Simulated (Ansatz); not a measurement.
System: cubic perovskite BaZrO3. Method: PBE in Ansatz (PAW).

Numerical settings: plane-wave cutoff 520 eV, 8×8×8 k mesh, Fermi–Dirac smearing 0.01 eV, scalar-relativistic PAW data made under PBE.

Cell (relaxed at this level):

```yaml
crystal:
  lattice:
    - [4.22720, 0.00000, 0.00000]
    - [0.00000, 4.22720, 0.00000]
    - [0.00000, 0.00000, 4.22720]
  atoms:
    - { symbol: Ba, position: [0.00000, 0.00000, 0.00000] }
    - { symbol: Zr, position: [0.50000, 0.50000, 0.50000] }
    - { symbol: O, position: [0.50000, 0.00000, 0.50000] }
    - { symbol: O, position: [0.00000, 0.50000, 0.50000] }
    - { symbol: O, position: [0.50000, 0.50000, 0.00000] }
```

Question: Predict the bulk modulus B0, band gap, smallest direct gap on the k points sampled and pressure derivative B′ of the bulk modulus.

Answer: 
bulk modulus B0: 150 GPa
band gap: 3.18 eV
smallest direct gap on the k points sampled: 3.40 eV
pressure derivative B′ of the bulk modulus: 4.4

Measured, for comparison: band gap 5.3 eV (temperature not stated, not corrected to a static lattice, first of three measured values (5.3, 4.86, 4.8), our sources range from 4.86 to 5.30; as tabulated in Lindman et al. (2015), arXiv:1503.06612); bulk modulus 189 GPa (temperature not stated, not corrected to a static lattice; as tabulated in Sepliarsky et al. (2023), arXiv:2212.03924). Computed (rounded) less measured: bulk modulus -21 %.

Spin–orbit coupling is not included.

The computed numbers hold no vibrational or temperature effects.

Computing time: about 70 core-seconds (a rough figure).

Ansatz is a first-principles code.
